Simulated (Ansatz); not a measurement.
Hypothetical rutile WSe2: isotropic strain −1.04 %

Base system: WSe2 in the rutile structure (space group P4_2/mnm, No. 136; a = 6.1446 Å, c = 3.4022 Å; a hypothetical phase, not in the database extracts checked).

Modification: an isotropic linear strain of −1.04 %, atoms relaxed at fixed cell.

Level of theory: r2SCAN (Ansatz, a first-principles code; PAW; 500 eV plane waves; spin-orbit coupling left out). Settings: 8×8×14 k-points, 0.05 eV Fermi–Dirac smearing.

```csv
quantity,base,changed,shift
volume per atom,21.41 Å³,20.75 Å³,-0.66 Å³
shortest interatomic distance,2.497 Å,2.462 Å,-0.035 Å
energy relative to the base (free energy F),0 meV/atom,+8.3 meV/atom,+8.3 meV/atom
band gap,zero,zero,–
```

Final structure:

```yaml
crystal:
  lattice:
    - [6.08072, 0.00000, 0.00000]
    - [0.00000, 6.08072, 0.00000]
    - [0.00000, 0.00000, 3.36683]
  atoms:
    - { symbol: W, position: [0.50000, 0.50000, 0.50000] }
    - { symbol: W, position: [0.00000, 0.00000, 0.00000] }
    - { symbol: Se, position: [0.78633, 0.78633, 0.50000] }
    - { symbol: Se, position: [0.28633, 0.71367, 0.00000] }
    - { symbol: Se, position: [0.71367, 0.28633, 0.00000] }
    - { symbol: Se, position: [0.21367, 0.21367, 0.50000] }
```

Whether these cells are dynamically stable was not tested. The final runs are not spin-polarised. WSe2 has a high density of states at the Fermi level and may be magnetic at this level.
